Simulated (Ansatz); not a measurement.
Given:

Host crystal: 4H silicon carbide, with a band gap (PBE, scalar-relativistic without spin-orbit coupling).

End structure of C on the (0001) surface of 4H silicon carbide (H on every top atom; a constructed slab, bottom: 1 H on 1 bottom sites), one in a cell of 33 Å², started at the site 'top H':

```
CELL_PARAMETERS angstrom
      6.18818     0.00000     0.00000
     -3.09409     5.35912     0.00000
      0.00000     0.00000    30.00000
ATOMIC_POSITIONS crystal
  C  0.00000 0.00000 0.35699
  C  0.00000 0.50000 0.35699
  C  0.50000 0.00000 0.35699
  C  0.50000 0.50000 0.35699
  Si 0.33333 0.16667 0.37813
  Si 0.33333 0.66667 0.37813
  Si 0.83333 0.16667 0.37813
  Si 0.83333 0.66667 0.37813
  C  0.33333 0.16667 0.44144
  C  0.33333 0.66667 0.44144
  C  0.83333 0.16667 0.44144
  C  0.83333 0.66667 0.44144
  Si 0.00000 0.00000 0.46251
  Si 0.00000 0.50000 0.46251
  Si 0.50000 0.00000 0.46251
  Si 0.50000 0.50000 0.46251
  C  0.99975 0.99988 0.52565
  C  0.00000 0.50000 0.52573
  C  0.50012 0.99988 0.52565
  C  0.50012 0.50025 0.52565
  Si 0.16712 0.33288 0.54683
  Si 0.16712 0.83425 0.54683
  Si 0.66575 0.33288 0.54683
  Si 0.66667 0.83333 0.54727
  C  0.16747 0.33253 0.61036
  C  0.16747 0.83495 0.61036
  C  0.66505 0.33253 0.61036
  C  0.66667 0.83333 0.61060
  Si 0.99892 0.99946 0.63196
  Si 0.00000 0.50000 0.62778
  Si 0.50054 0.99946 0.63196
  Si 0.50054 0.50108 0.63196
  H  0.00000 0.00000 0.32024
  H  0.00000 0.50000 0.32024
  H  0.50000 0.00000 0.32024
  H  0.50000 0.50000 0.32024
  H  0.00186 0.00093 0.68167
  H  0.00000 0.50000 0.68063
  H  0.49907 0.00093 0.68167
  H  0.49907 0.49814 0.68167
  C  0.00000 0.50000 0.72296
```

Model: 41-atom slab, 10.8 Å thick at the start with caps and adatoms under the adsorbate (thin: gaps and levels are the slab's own), 4x4x1 mesh, Fermi-Dirac 0.01 eV, dipole correction, 20 atoms held, the rest relaxed; held to the start's symmetry, so lower structures may exist; spin-polarised, ending with about 2.0 μB a cell; orders that need a larger cell were not tried, no spin-orbit, no U, no dispersion correction. At the end it is bonded to H. In PBE it is, or lies within 0.03 eV of, the lowest of the starts that converged.

A negative adsorption energy means that the adsorbate is more stable on the surface than in its reference.

Question: What adsorption energy against an atom of graphite does PBE in Ansatz (a quantum-chemistry and plane-wave program) give?

Answer: 6.92 eV

Question: Estimate the change of the step from the bottom to the top vacuum level, against the clean slab that PBE returns for this input.

Answer: 1.95 eV
